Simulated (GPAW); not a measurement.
Worked example: self-consistent single point of Sb (R-3m, 2 atoms in the cell) in GPAW.

Method of the run: PBEsol, GPAW PAW datasets PBEsol (made by gpaw-setup) (plane waves; GPAW).

```
CELL_PARAMETERS angstrom
      2.15987     1.24700     3.79962
     -2.15987     1.24700     3.79962
      0.00000    -2.49400     3.79962
ATOMIC_POSITIONS crystal
  Sb 0.26826 0.26826 0.26826
  Sb 0.73174 0.73174 0.73174
```

Reference input (self-consistent single point, DFT PBE, plane waves, GPAW PAW datasets PBE (gpaw-data 1.0.1)): mode = pw; ecut = 600 eV; xc = PBE; kpts = 6 6 6; mesh shift (steps) = 0 0 0; occupations.name = fermi-dirac; occupations.width = 0.1 eV; nbands = -10; convergence.density = 1e-05 e/electron; convergence.energy = 1e-05 eV/electron; symmetry.symmorphic = false; symmetry.tolerance = 0.0005. This run's input differs from it in these lines:

```diff
@@ -13,3 +13,3 @@
 calc = GPAW(mode=PW(600),
-            xc='PBE',
+            xc='PBEsol',
             kpts={'size': (6, 6, 6), 'gamma': True},
```

Its files differ too (potentials: GPAW PAW datasets PBEsol (made by gpaw-setup)).

Output, abridged:

```
     iter     time        total  log10-change:
                         energy   eigst   dens
iter:   1 --:--:--    -9.649671
iter:   2 --:--:--    -9.693749   -0.68  -1.68
iter:   3 --:--:--    -9.686020   -2.19  -1.70
iter:   4 --:--:--    -9.687115   -2.91  -2.26
iter:   5 --:--:--    -9.688914   -3.84  -2.94
iter:   6 --:--:--    -9.686223   -4.19  -2.81
iter:   7 --:--:--    -9.685988   -4.70  -3.19
iter:   8 --:--:--    -9.685990c  -5.53  -3.33
iter:   9 --:--:--    -9.685981c  -5.39  -3.22
iter:  10 --:--:--    -9.685990c  -6.48  -3.96
iter:  11 --:--:--    -9.685982c  -6.38  -4.03
iter:  12 --:--:--    -9.685986c  -6.56  -4.28
iter:  13 --:--:--    -9.685985c  -8.29c -4.50
iter:  14 --:--:--    -9.685983c  -7.27  -4.55
iter:  15 --:--:--    -9.685982c  -7.62c -4.76
iter:  16 --:--:--    -9.685983c  -7.62c -4.62
iter:  17 --:--:--    -9.685982c  -8.08c -4.75
iter:  18 --:--:--    -9.685983c  -8.04c -4.66
iter:  19 --:--:--    -9.685983c  -9.34c -4.73
iter:  20 --:--:--    -9.685983c  -8.24c -4.75
iter:  21 --:--:--    -9.685983c  -8.61c -4.84
iter:  22 --:--:--    -9.685982c  -8.88c -4.91
iter:  23 --:--:--    -9.685982c  -9.55c -5.03c
Converged after 23 iterations.

Dipole moment: (-0.000000, 0.000000, -0.000000) |e|*Ang

Energy contributions relative to reference atoms: (reference = -352409.566924)

Kinetic:         -1.158762
Potential:       -0.497075
External:        +0.000000
XC:              -8.364970
Entropy (-ST):   -0.008776
Local:           +0.339212
SIC:             +0.000000
--------------------------
Free energy:     -9.690370
Extrapolated:    -9.685982

Showing only first 2 kpts
 Kpt  Band  Eigenvalues  Occupancy
  0    13      4.81570    2.00000
  0    14      4.81571    2.00000
  0    15      8.49093    0.00000
  0    16      9.21027    0.00000

  1    13      5.32321    1.99999
  1    14      5.47058    1.99997
  1    15      7.17358    0.00619
  1    16      7.48235    0.00028

Fermi level: 6.59614

No gap
No difference between direct/indirect transitions
Energy (eV): -9.685982

Forces in eV/Ang:
  0 Sb    0.00000    0.00000   -0.12116
  1 Sb   -0.00000   -0.00000    0.12116

Stress tensor:
     0.002985     0.000000    -0.000000
     0.000000     0.002985     0.000000
    -0.000000     0.000000     0.004286
Stress (GPa, Voigt): [ 0.4783  0.4783  0.6868  0.     -0.      0.    ]
```

The run converged in 23 iterations. GPAW prints stress with tension positive. Against the reference run the pressure goes from 2.06 to -0.55 GPa and the largest force goes from 0.191 to 0.121 eV/Å.

The starting cell comes from a database of computed structures (which also holds hypothetical and non-ambient phases and stackings), without a prior relaxation at this level. Its lattice was rescaled by a random factor within 2.5 % of one.

Cost on one core of a shared machine: roughly 80 s.
